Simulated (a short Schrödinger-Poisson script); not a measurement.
Stack: symmetric double-gate stack, SiO2 on p-type Si(100), at 300 K.

```csv
layer,material,thickness (nm),Na (cm⁻³)
1,SiO2,2.4,-
2,Si,2,1e16
3,SiO2,2.4,-
```

The device is made up for the run: typed textbook-type constants, with dimensions and the other settings drawn at random. SiO2: permittivity 3.9, conduction-band edge (eV) 3.15, gap (eV) 9, electron mass (mₑ) 0.5. Si: permittivity 11.7, conduction-band edge (eV) 0, gap (eV) 1.124, Nv at 300 K (cm⁻³) 3.1e19.

Channel valleys (confinement mass, in-plane density-of-states mass, number): Δ2 0.916, 0.19, 2; Δ4 0.19, 0.417, 4. At the gates, both at one voltage, the conduction-band edge of layer 1 lies 3.68 eV − eVg above the Fermi level of the channel. Gaps are held at their typed values at every temperature. Mesh 0.03 nm at interfaces.

Solved with a short Schrödinger-Poisson script written for these runs: 1D Poisson equation in equilibrium, electrons quantum, Hartree (BenDaniel-Duke, 12 states a valley, the channel's in-plane mass for all, wave functions ending at the dielectric), parabolic valleys, classical holes, full ionisation, no traps, pinning or gate leakage.

The same stack at other levels of the model or other numerical settings:

```json
[
 {"run": "base", "sheet density of all electrons at Vg = 2 V (cm⁻²)": "2.06e13", "sheet density of all electrons at Vg = 0.8 V (cm⁻²)": "2.79e12", "capacitance of both gates at Vg = 2 V (μF/cm²)": "2.41", "rough cost against the base": "about 1"},
 {"run": "electrons treated as classical, Boltzmann", "sheet density of all electrons at Vg = 2 V (cm⁻²)": "___", "sheet density of all electrons at Vg = 0.8 V (cm⁻²)": "___", "capacitance of both gates at Vg = 2 V (μF/cm²)": "2.78", "rough cost against the base": "0.1"},
 {"run": "electrons treated as classical, Fermi-Dirac", "sheet density of all electrons at Vg = 2 V (cm⁻²)": "2.41e13", "sheet density of all electrons at Vg = 0.8 V (cm⁻²)": "___", "capacitance of both gates at Vg = 2 V (μF/cm²)": "2.66", "rough cost against the base": "0.3"},
 {"run": "mesh six times as coarse", "sheet density of all electrons at Vg = 2 V (cm⁻²)": "2.06e13", "sheet density of all electrons at Vg = 0.8 V (cm⁻²)": "2.80e12", "capacitance of both gates at Vg = 2 V (μF/cm²)": "2.41", "rough cost against the base": "0.5"},
 {"run": "one subband a valley", "sheet density of all electrons at Vg = 2 V (cm⁻²)": "2.06e13", "sheet density of all electrons at Vg = 0.8 V (cm⁻²)": "2.79e12", "capacitance of both gates at Vg = 2 V (μF/cm²)": "2.41", "rough cost against the base": "0.6"}
]
```

Q: Fill in the missing entries.

A: 
- electrons treated as classical, Boltzmann, sheet density of all electrons at Vg = 0.8 V (cm⁻²): 4.71e12
- electrons treated as classical, Boltzmann, sheet density of all electrons at Vg = 2 V (cm⁻²): 2.50e13
- electrons treated as classical, Fermi-Dirac, sheet density of all electrons at Vg = 0.8 V (cm⁻²): 4.58e12

The classical rows ignore confinement, and Boltzmann statistics overrate the density once the band edge passes the Fermi level.
